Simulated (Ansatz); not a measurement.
The starting structures come from a database of crystals and need not be the phases stable at ambient conditions.

Input:

```
CaZrGeO5
1.0
    7.54474     0.00000     0.00000
    0.23899     9.24654     0.00000
    1.18156    -4.56527     3.15140
Ca Zr Ge O
2 2 2 10
Direct
  0.77818   0.17673   0.01913
  0.22182   0.82327   0.98087
  0.50000   0.50000   0.00000
  0.00000   0.50000   0.00000
  0.25052   0.17549   0.99179
  0.74948   0.82451   0.00821
  0.25029   0.57582   0.97768
  0.74971   0.42418   0.02232
  0.06585   0.24629   0.35324
  0.93415   0.75371   0.64676
  0.40431   0.87664   0.65592
  0.59569   0.12336   0.34408
  0.62197   0.60670   0.79174
  0.37803   0.39330   0.20826
  0.87288   0.83457   0.25539
  0.12712   0.16543   0.74461
```

Space group of this cell: P-1. The cell is taken as given; by PBEsol its mean pressure is -5.6 GPa.

Transport runs along the normal of the first two printed cell vectors.

The gap is the functional's own, uncorrected, and κ follows it; spin-orbit coupling is left out. Mid-gap values are interpolated between the computed energies.

Problem. State the band gap and the smallest decay constant κ at mid-gap according to PBEsol (Ansatz, an electronic-structure program).

Solution. Gap 3.64 eV on a 6×6×10 mesh; κ = 0.324 1/Å, at the zone centre.
